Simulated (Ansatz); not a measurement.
A computed series for BaHfO3: element substitutions

Consider BaHfO3 in the cubic perovskite structure (space group Pm-3m, No. 221; a = 4.1770 Å).

Each row replaces one element on all its sites; cell and atoms are relaxed.

Calculations: plane-wave PAW DFT at the r2SCAN level (Ansatz, a first-principles code, 500 eV), no spin-orbit coupling.

**Question.** Only one of these has no band gap. Which?
A. Hf → Zr
B. Hf → Ti
C. Ba → Cs

**Answer.** C, Ba → Cs. Computed: Hf → Ti: 2.17 eV; Ba → Cs: zero; Hf → Zr: 3.73 eV

Other magnetic orders, which the real material may have, were not ruled out. Spin-orbit coupling, missing from the scalar runs, can matter with Hf. Whether these cells are dynamically stable was not tested. As relaxed here, CsHfO3 is a hypothetical phase, not in the database extracts checked. Spin-polarised in the final run: CsHfO3; the other runs are not. This is not the structure that BaTiO3 has at room temperature and ambient pressure.
